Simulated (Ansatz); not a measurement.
Functionals compared on F on the 1x1 (111) surface of fcc Pt, one in a 2x2 cell, started at the site 'top Pt', in Ansatz (plane waves, PAW). The structure was relaxed with PBE; the other rows are single points on it, each with its references at the same level. Cutoff 420 eV (500 eV for r2SCAN).

Set-up: 17 atoms, 6.9 Å thick at the start under the adsorbate (thin: gaps and levels are the slab's own); mesh 6x6x1; 0.1 eV smearing; dipole correction on; 8 atoms held, the rest relaxed; start symmetry kept, larger cells not searched; no spin, no spin-orbit, no U, no dispersion correction. At the end it is bonded to Pt. In PBE it is, or lies within 0.03 eV of, the lowest of the starts that converged. These notes are the PBE run's. Adsorption energies are against ½ F2(g). A negative adsorption energy means that the adsorbate is more stable on the surface than in its reference.

```json
[
 {"functional": "PBE", "adsorption energy (eV)": "-1.77", "work function of the top face (eV)": "7.15", "change of the work function (eV)": "1.47", "rough cost of the single point": "–"},
 {"functional": "RPBE", "adsorption energy (eV)": "?", "work function of the top face (eV)": "?", "change of the work function (eV)": "?", "rough cost of the single point": "about 2.0 core-minutes (a rough figure)"},
 {"functional": "r2SCAN", "adsorption energy (eV)": "-2.00", "work function of the top face (eV)": "7.32", "change of the work function (eV)": "1.57", "rough cost of the single point": "about 4 core-minutes (a rough figure)"}
]
```

Task: What belongs in the gaps?

Result: 
- RPBE, adsorption energy (eV): -1.64
- RPBE, work function of the top face (eV): 7.01
- RPBE, change of the work function (eV): 1.49

Ansatz is an electronic-structure program.
